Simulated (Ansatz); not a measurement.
Quick settings and what they miss: a (001) slab of BiPd3 (cut from a parent of space group no. 225; 16 atoms in the cell)

Self-consistent single point.

```yaml
crystal:
  lattice:
    - [4.60916, 0.00000, 0.00000]
    - [-4.60916, 4.60916, 0.00000]
    - [0.00000, 0.00000, 21.42080]
  atoms:
    - { symbol: Bi, position: [0.00000, 0.50000, 0.46192] }
    - { symbol: Bi, position: [0.00000, 0.00000, 0.30959] }
    - { symbol: Bi, position: [0.00000, 0.50000, 0.76658] }
    - { symbol: Bi, position: [0.00000, 0.00000, 0.61425] }
    - { symbol: Pd, position: [0.50000, 0.50000, 0.38575] }
    - { symbol: Pd, position: [0.50000, 0.00000, 0.38575] }
    - { symbol: Pd, position: [0.00000, 0.00000, 0.46192] }
    - { symbol: Pd, position: [0.50000, 0.00000, 0.23342] }
    - { symbol: Pd, position: [0.50000, 0.50000, 0.23342] }
    - { symbol: Pd, position: [0.00000, 0.50000, 0.30959] }
    - { symbol: Pd, position: [0.50000, 0.50000, 0.69042] }
    - { symbol: Pd, position: [0.50000, 0.00000, 0.69042] }
    - { symbol: Pd, position: [0.00000, 0.00000, 0.76658] }
    - { symbol: Pd, position: [0.50000, 0.00000, 0.53808] }
    - { symbol: Pd, position: [0.50000, 0.50000, 0.53808] }
    - { symbol: Pd, position: [0.00000, 0.50000, 0.61425] }
```

Computed with LDA (PW92), PAW files made with PBE (plane waves; Ansatz, a program for electronic structure).

Base settings: basis.ecutwfc = 30.9 Ry; kpoints.mp_grid.grid = 5 5 1; hamiltonian.xc = lda; hamiltonian.pseudopotentials = {kind: paw} (the program's default PAW files); scf.occupations.method = cold; scf.occupations.width = 0.0147 Ry.

Tight run (finer mesh or higher cutoff; not a proven limit): basis.ecutwfc: 30.9 Ry → 43.4 Ry; kpoints.mp_grid.grid: 5 5 1 → 7 7 1; scf.convergence.dr2_threshold: default (1e-07 eV) → 1e-09 eV. It gave Fermi level (on the code's own zero) 8.90 eV; pressure averaged over the cell with its vacuum -6.54 GPa; largest force (vector length) 1.121 eV/Å.

Quick runs, as changes from the base:
- A: the base itself
- B: basis.ecutwfc: 30.9 Ry → 15.4 Ry; kpoints.mp_grid.grid: 5 5 1 → 2 2 1; scf.occupations.method: cold → fermi_dirac; scf.occupations.width: 0.0147 Ry → 0.01 Ry
- C: basis.ecutwfc: 30.9 Ry → 15.4 Ry; kpoints.mp_grid.grid: 5 5 1 → 4 4 1; hamiltonian.xc: lda → pbesol; scf.convergence.dr2_threshold: default (1e-07 eV) → 0.0001 eV [PBEsol]
- D: basis.ecutwfc: 30.9 Ry → 18.4 Ry; kpoints.mp_grid.grid: 5 5 1 → 6 6 1; hamiltonian.xc: lda → pbesol; scf.occupations.method: cold → methfessel_paxton; scf.occupations.width: 0.0147 Ry → 0.01 Ry [PBEsol]
- E: kpoints.mp_grid.grid: 5 5 1 → 4 4 1

Energies are extrapolated to zero smearing width, which holds to low order in the width alone.

Dashes: time of B, C, under 30 s; energy of C, D, another energy zero.

† marks runs with another functional, U, potentials or spin treatment: their distance from the tight run is not a convergence error alone.

The count of work is k-points × plane waves × bands × iterations; it is no time. Core times come from one kind of shared machine and are given to one figure; runs under 30 s give none.

The starting cell comes from a database of computed structures (which also holds hypothetical and non-ambient phases and stackings), without a prior relaxation at this level. The slab is cut from that crystal, and its faces are unrelaxed. Its lattice was rescaled in the plane by a random factor within 2.5 % of one. Spin polarisation is off. The two faces of this cut differ, and no dipole correction was used. In the base run, forces exceed 1 eV/Å.

| run | energy less tight (meV/atom) | largest miss in a force vector (eV/Å) | count of work / tight | core time / tight (rough) |
|---|---|---|---|---|
| A | 5.6 | 0.039 | 0.33 | 0.3 |
| B | 5823.7 | 0.639 | 0.060 | – |
| C† | – | 0.545 | 0.079 | – |
| D† | – | 0.590 | 0.21 | 0.2 |
| E | -0.6 | 0.069 | 0.31 | 0.2 |

Among the runs at the tight run's level, the energy misses run from 0.6 to 5823.7 meV/atom.

Left out of this page: 1 run of the series outside the window shown, repeating another row's setting, or not comparable.

Keys are those of Ansatz 0.2.
